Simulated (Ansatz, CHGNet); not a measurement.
How the c axis length of CoPtO₂ (R-3m, No. 166, 4 atoms in the cell; start mp-19210) moves with the method

No measured value is used here.

```tsv
level (code)	value (Å)
CHGNet-r²SCAN	17.863
LDA (Ansatz)	17.558
PBE (Ansatz)	17.896
PBE-D3(BJ) (Ansatz)	17.833
PBE+U (Ansatz)	17.894
PBE+U (ortho-atomic projectors) (Ansatz)	17.892
r²SCAN (Ansatz)	17.797
r²SCAN+rVV10 (Ansatz)	17.771
HSE06 (Ansatz)	17.704
```

The crystal itself was run without spin with LDA, PBE, PBE-D3(BJ), PBE+U, PBE+U (ortho-atomic projectors), r²SCAN, r²SCAN+rVV10, HSE06; a magnetic state was not tried in these runs. Density-functional levels without +SOC have no spin–orbit coupling. CHGNet-r²SCAN, LDA, PBE, PBE-D3(BJ), PBE+U, PBE+U (ortho-atomic projectors), r²SCAN, r²SCAN+rVV10, HSE06: the relaxation could not lower the start's symmetry, so the cell can be a saddle point above a distorted one. LDA, PBE, PBE-D3(BJ), PBE+U, PBE+U (ortho-atomic projectors), r²SCAN, r²SCAN+rVV10, HSE06: the run has no spin polarisation, so it can have missed a magnetic state. PBE-D3(BJ): a distance lies near a switch of the dispersion term, which can move the cell. PBE+U, PBE+U (ortho-atomic projectors), HSE06: the run warned that the count of filled bands differs between k points. HSE06: exact exchange on metals is sensitive to the k mesh and can open a false gap. PBE+U takes U_eff Co 3.32 eV. PBE+U (ortho-atomic projectors) takes U_eff Co 3.32 eV. Cutoffs and k meshes differ between the levels. Ansatz's density-functional and Hartree–Fock values are scalar-relativistic unless marked +SOC, with PAW data made under PBE.

Machine-learned potentials (CHGNet-r²SCAN) are trained on DFT data: a solid inside that data is no test of them.

A start named mp-… is a Materials Project structure, which need not be a measured phase.

Ansatz is a quantum-chemistry and plane-wave program.
